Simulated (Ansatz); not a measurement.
Seebeck coefficient (μV/K, mean over directions) of n-type GaP (F-43m) against carrier density, PBEsol with spin-orbit coupling, rigid bands run with Ansatz (a first-principles code). Computed gap 1.43 eV; densities at which minority carriers matter at this gap, or further valleys turn the trend, are left out. Conductivity mass 0.35 mₑ (harmonic mean over directions), N_c = 4.0e19 cm⁻³ at 300 K.

| electron density | 300 K | 500 K |
|---|---|---|
| 1e16 cm⁻³ | -925 | … |
| 1e17 cm⁻³ | -727 | -800 |
| 1e18 cm⁻³ | -528 | -602 |
| 3e18 cm⁻³ | -434 | -508 |
| 1e19 cm⁻³ | -332 | … |
| 3e19 cm⁻³ | -241 | … |
| 1e20 cm⁻³ | -150 | -217 |
| 3e20 cm⁻³ | -89 | -145 |
| 1e21 cm⁻³ | -58 | -93 |

### Question
Complete the blanks.

### Answer

- 1e16 cm⁻³, 500 K: -999
- 1e19 cm⁻³, 500 K: -405
- 3e19 cm⁻³, 500 K: -313

Rigid bands with a gap fixed in temperature, one relaxation time for all states, no polarons or phonon drag, and whether or not such doping can be reached.
